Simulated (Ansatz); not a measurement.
Ge (model structure, within 0.1 Å of Fd-3m, No. 227, 2 atoms in the cell; like a known high-pressure phase) was calculated with r²SCAN (Ansatz, a program for electronic structure, plane waves, PAW).

Excerpt of the program's output:

```
Relaxation: its limit of steps is 80 (relax.max_steps)
Crystal: 2 atoms, lattice volume = 46.602 Å³
Basis set: ecut = 560 eV, 1411 PW (Γ), exchange–correlation on 96×96×96 points (27 copies of the dense FFT grid, shifted against one another)
Bands: 18, of which v1, the nominal top of the filled ones, is band 14 counted from 1 (13 counted from 0)
Symmetry: 4 space group operations
Space group: C2/m (ITA 12), of the structure as read, at distance tolerance 3.6e-5 Å
k-points: 320 of 1152
Functional: x = r2scan, c = r2scan; τ floored in thin density (d = 2e-4 eV/Å³)
SCF iter   1: F=—  HF=-8605.802064 eV  |F-HF|=—  |Δ(HF+E_count)|=         —  Δρ=6.15e-3  dr2=5.44e-3  dr2_τ=4.15e-3
SCF iter   2: F=—  HF=-8605.809831 eV  |F-HF|=—  |Δ(HF+E_count)|=   7.77e-3  Δρ=1.46e-3  dr2=4.64e-4  dr2_τ=1.98e-5
  ...
SCF 1 converged in 6 iterations: F = -8605.809975 eV  dr2 = 1.52e-9
Crystal: 2 atoms, lattice volume = 46.602 Å³
Initial density: handed on by an earlier stage of this run
SCF iter   3: F=—  HF=-8605.809975 eV  |F-HF|=—  |Δ(HF+E_count)|=  1.06e-10  Δρ=2.03e-7  dr2=1.02e-11  dr2_τ=8.99e-13
SCF iter   4: F=-8605.809975 eV  HF=-8605.809975 eV  |F-HF|=7.28e-12  |Δ(HF+E_count)|=  2.73e-11  Δρ=6.60e-8  dr2=1.26e-12  dr2_τ=5.17e-14
SCF 2 converged in 4 iterations: F = -8605.809975 eV  dr2 = 1.26e-12
SCF converged after 4 iterations
Free energy (F): -8605.809975 eV
Internal energy: -8605.809975 eV  (E = F + TS)
E sigma→0 (E₀):  -8605.809975 eV
Fermi energy:    8.087354 eV
--- Forces (eV/Å), atoms counted from 1 ---
  atom   1  Ge     0.00009411    -0.00000000     0.00253725
  atom   2  Ge    -0.00009411     0.00000000    -0.00253725
--- Stress (GPa, compression-positive) ---
       -1.344622       0.000000      -0.000300
        0.000000      -1.343659      -0.000000
       -0.000300      -0.000000      -1.351066
  P = ⅓ Tr σ = -1.3464 GPa (-13.464 kbar)
```

Task: Write an input file that could have produced this run (the log leaves some choices open).

Result: This is not unique; one that fits is 
Ansatz 0.2 input:
```yaml
crystal:
  lattice:
    - [3.4975580011, -2.0198360887, -0.0256257313]
    - [3.4975580011, 2.0198360887, -0.0256257313]
    - [-2.3095638228, 0.0, 3.3152592219]
  atoms:
    - { symbol: Ge, position: [0.875018813, 0.875018813, 0.1249912608] }
    - { symbol: Ge, position: [0.124981187, 0.124981187, 0.8750087392] }
basis:
  ecutwfc: 560
  ecutrho_ratio: 4
  xc_grid: 3
kpoints:
  mp_grid: { grid: [12, 12, 8] }
hamiltonian:
  xc: r2scan
  dispersion: none
  pseudopotentials: { kind: paw }
scf:
  occupations: { method: fermi_dirac, width: 0.01 }
output:
  forces: true
  stress: true
  eigenvalues: true
relax:
  f_tol: 0.004
  escape_saddle: false
  max_steps: 80
  cell: { stress_tol: 0.02, fix: [volume] }
```

The cell is one volume of an energy–volume scan, off the minimum.

The PAW data were made under PBE.

A model structure was made by putting elements into a prototype or built by hand; here it ended with the formula and space group of a phase in our tables.
